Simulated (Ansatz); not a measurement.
CdS: pressure series

The reference is CdS in the zinc blende structure (space group F-43m, No. 216; a = 5.879 Å).

Cell and atoms are relaxed at each pressure.

Computed with r2SCAN in Ansatz (plane waves to 500 eV, PAW, no spin-orbit coupling), earlier PAW set.

Candidates:
(a) pressure 100 GPa
(b) pressure 75 GPa
(c) pressure 3 GPa
(d) pressure −1 GPa
(e) pressure 7 GPa

Before the change:

| Property | Result |
|---|---|
| Band gap | 1.54 eV |

**Question.** Order them by band gap, highest first.

**Answer.** (a) pressure 100 GPa (2.31 eV), (b) pressure 75 GPa (2.28 eV), (e) pressure 7 GPa (1.75 eV), (c) pressure 3 GPa (1.64 eV), (d) pressure −1 GPa (1.50 eV)

Load acts through the strain it causes; cell and atoms are relaxed under it. Stability against distortions was not tested. Tetrahedral semiconductors of this kind turn to denser phases somewhere between about 1 and 50 GPa; those were not computed, so compressed cells here can lie past the real transition.

Ansatz is a first-principles code.
